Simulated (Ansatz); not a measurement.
The starting structures come from a database of crystals and need not be the phases stable at ambient conditions.

Tunnelling through a barrier is set by its complex band structure: the current falls as exp(−2κd) with the smallest κ.

Data:

```
CELL_PARAMETERS angstrom
      4.60172     0.00000     0.00000
      0.00000     5.69203     0.00000
      0.00000    -2.84601     4.92944
ATOMIC_POSITIONS crystal
  K  0.28308 0.66667 0.33333
  K  0.71692 0.33333 0.66667
  Pd 0.00000 0.00000 0.00000
  F  0.22729 0.16358 0.83642
  F  0.77271 0.83642 0.16358
  F  0.22729 0.67284 0.83642
  F  0.77271 0.32716 0.16358
  F  0.22729 0.16358 0.32716
  F  0.77271 0.83642 0.67284
```

Space group of this cell: P-3m1. The cell is taken as given.

Transport runs along the normal of the first two printed cell vectors, the (100) plane of the conventional cell.

The gap is the functional's own. No spin-orbit coupling. Mid-gap values are interpolated on the energy grid.

**Question.** Predict the band gap and the smallest decay constant κ at mid-gap from r2SCAN (Ansatz, a quantum-chemistry and plane-wave program).

**Answer.** Gap 2.58 eV on a 8×6×6 mesh; κ = 0.562 1/Å, at (0.375, 0.500) of the in-plane reciprocal vectors. At the zone centre, at the nearest computed energy, the slowest state has κ = 0.57 1/Å.
